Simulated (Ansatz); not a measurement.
A self-consistent single point of BiB (C2/c, 4 atoms in the cell) with Ansatz (a quantum-chemistry and plane-wave program).

Method: PBEsol, default PAW files made with PBE (plane waves; Ansatz).

```
BiB
1.0
    3.11252    -2.27458     0.00000
    3.11252     2.27458     0.00000
   -1.12973     0.00000     6.72217
B Bi
2 2
Direct
  0.00000   0.50000   0.00000
  0.50000   0.00000   0.50000
  0.58160   0.41840   0.25000
  0.41840   0.58160   0.75000
```

Reference input (self-consistent single point, DFT, PBEsol, plane waves, default PAW files made with PBE): kpoints.mp_grid.grid = 7 7 4; kpoints.mp_grid.shift = 0.5 0.5 0.5; hamiltonian.xc = pbesol; hamiltonian.pseudopotentials = {kind: paw} (the program's default PAW files); scf.occupations.method = fermi_dirac; scf.occupations.width = 0.1 eV. This run's input differs from it in these lines:

Ansatz 0.2 input:
```diff
@@ -12,3 +12,3 @@
 kpoints:
-  mp_grid: { grid: [7, 7, 4], shift: [0.5, 0.5, 0.5] }
+  mp_grid: { grid: [22, 22, 12], shift: [0.5, 0.5, 0.5] }
 hamiltonian:
```

Log, with long lists cut:

```
SCF iter   1: F=—  HF=-24783.491757 eV  |F-HF|=—  |Δ(HF+E_count)|=         —  Δρ=4.53e-3  dr2=2.53e-2  ethr=1.77e-3  ⟨swp⟩=5.9  Hψ=159577  notcnv=0
all-band conjugate gradients solve this SCF's bands
preconditioner: auto → Kerker (q_TF=auto, 2.320 Å⁻¹)
SCF iter   2: F=—  HF=-24783.485229 eV  |F-HF|=—  |Δ(HF+E_count)|=   6.53e-3  Δρ=2.49e-3  dr2=7.71e-3  ethr=7.04e-5  ⟨swp⟩=1.0  Hψ=45627  notcnv=0
SCF iter   3: F=—  HF=-24783.483169 eV  |F-HF|=—  |Δ(HF+E_count)|=   2.06e-3  Δρ=5.40e-4  dr2=4.53e-4  ethr=2.14e-5  ⟨swp⟩=2.2  Hψ=46746  notcnv=0
SCF iter   4: F=—  HF=-24783.483075 eV  |F-HF|=—  |Δ(HF+E_count)|=   9.43e-5  Δρ=1.90e-4  dr2=7.70e-5  ethr=1.26e-6  ⟨swp⟩=2.5  Hψ=61990  notcnv=0
SCF iter   5: F=—  HF=-24783.483058 eV  |F-HF|=—  |Δ(HF+E_count)|=   1.67e-5  Δρ=7.67e-5  dr2=6.68e-6  ethr=2.14e-7  ⟨swp⟩=2.2  Hψ=44395  notcnv=0
SCF iter   6: F=—  HF=-24783.483059 eV  |F-HF|=—  |Δ(HF+E_count)|=   1.16e-6  Δρ=1.72e-5  dr2=2.48e-7  ethr=1.85e-8  ⟨swp⟩=3.0  Hψ=63733  notcnv=0
SCF iter   7: F=-24783.483059 eV  HF=-24783.483059 eV  |F-HF|=6.77e-10  |Δ(HF+E_count)|=   8.88e-9  Δρ=3.62e-6  dr2=1.56e-8  ethr=2.78e-10  ⟨swp⟩=6.0  Hψ=155806  notcnv=0
SCF 1 converged in 7 iterations: F = -24783.483059 eV  dr2 = 1.56e-8
Free energy (F): -24783.483059 eV
Internal energy: -24783.409946 eV  (E = F + TS)
E sigma→0 (E₀):  -24783.446503 eV
Entropy (-TS):   -0.073113 eV (-18.278 meV/atom)
Fermi energy:    8.243181 eV
--- Forces (eV/Å), atoms counted from 1 ---
  atom   1  B      0.00000000     0.00000000     0.00000000
  atom   2  B      0.00000000    -0.00000000     0.00000000
  atom   3  Bi     0.00000000     0.11000687     0.00000000
  atom   4  Bi     0.00000000    -0.11000687     0.00000000
--- Stress (GPa, compression-positive) ---
       -7.840586       0.000000      -1.708234
        0.000000      -7.610436       0.000000
       -1.708235       0.000000      -6.635393
  P = ⅓ Tr σ = -7.3621 GPa (-73.621 kbar)
  The stress holds the Pulay correction. Without it, at fixed plane waves, as pw.x and ABINIT print it: P = -7.4132 GPa
```

The run converged in 7 iterations. Against the reference run the free energy goes down by 3.2 meV/atom, the pressure stays near -7.36 GPa while the xx stress (positive for compression) goes from -8.31 to -7.84 GPa and the largest force goes from 0.142 to 0.110 eV/Å.

The starting cell was generated: these elements placed on a structure prototype, without a prior relaxation; it need not be a known phase or ordering of this composition. With a pressure of about -7 GPa the cell is away from its equilibrium volume at this level. Ansatz's pressure includes its estimate of the finite-basis (Pulay) stress.

Cost on one core of a shared machine: roughly 2 min.
